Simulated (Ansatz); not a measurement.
The reference is LuAgSe$_{2}$ (space group R-3m, No. 166; a = 4.0351 Å, c = 18.9812 Å (hexagonal axes); a hypothetical phase, not in the database extracts checked). Axes: x lies along a and z along c of the hexagonal cell.

All numbers come from PBEsol (Ansatz, a program for electronic structure), no SOC.

Strains are applied to the cell and any free atomic positions relax; under biaxial strain the out-of-plane vector relaxes too.

One change was made to it. Results:

```
quantity                base    after
-------------------  -------  -------
smallest direct gap  1.94 eV  1.93 eV
band gap             1.49 eV  1.48 eV
```

Problem. Which of these changes matches the shifts?
(A) biaxial strain −0.85 %, plane normal [001], relaxed out of plane
(B) uniaxial strain ε_yy = −5.10 %
(C) tensor shear ε_yz = −0.14 %
(D) tensor shear ε_xy = +1.45 %
(E) uniaxial strain ε_yy = −4.25 %

Solution. C, tensor shear ε_yz = −0.14 %. For comparison, the band gap in the other runs: uniaxial strain ε_yy = −5.10 % gives 0.98 eV; uniaxial strain ε_yy = −4.25 % gives 1.06 eV; biaxial strain −0.85 %, plane normal [001], relaxed out of plane gives 1.37 eV; tensor shear ε_xy = +1.45 % gives 1.34 eV.

Stability against distortions was not tested.
